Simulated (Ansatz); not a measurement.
## hypothetical fluorite PdCl2 with two functionals, isotropic strain +1.12 %

The reference is PdCl$_{2}$ in the fluorite structure (space group Fm-3m, No. 225; a = 6.321 Å; ferromagnetic; a hypothetical phase, not in the database extracts checked; relaxed with 0.1 eV smearing).

(Cell as relaxed with PBE.)

Levels (all Ansatz, a program for electronic structure, PAW): PBE (420 eV, no spin-orbit coupling); PBEsol (420 eV, no spin-orbit coupling).

Each level relaxes its own structure.

| base | PBE | PBEsol |
|---|---|---|
| volume per atom | 21.05 Å³ | 19.53 Å³ |
| lattice parameter a | 6.321 Å | 6.166 Å |
| band gap | zero | zero |
| largest site moment | 1.06 μB | 0.95 μB |

It is then changed as follows: every lattice vector is stretched by 1.12 %, atoms relaxed at fixed cell.

```csv
quantity,PBE,PBEsol
pressure,-1.7 GPa,…
magnetic state,ferromagnetic,…
energy relative to the base (free energy F),+3.9 meV/atom,…
largest site moment,1.08 μB,…
band gap,zero,…
```

**Question.** What does PBEsol give?

**Answer.** 
- pressure, PBEsol: -2.2 GPa
- magnetic state, PBEsol: ferromagnetic
- energy relative to the base (free energy F), PBEsol: +4.6 meV/atom
- largest site moment, PBEsol: 0.98 μB
- band gap, PBEsol: zero

PBE's pressure lies 0.5 GPa above PBEsol's; PBE's energy relative to the base lies 0.7 meV/atom below PBEsol's; PBE's largest site moment lies 0.10 μB above PBEsol's; the two agree on the magnetic state and band gap. Neither level is exact; PBEsol is the comparison here, not a measurement.

Other magnetic orders, which the real material may have, were not ruled out. Whether these cells are dynamically stable was not tested. No Hubbard U is applied, and correlation can decide whether such a compound is a metal.
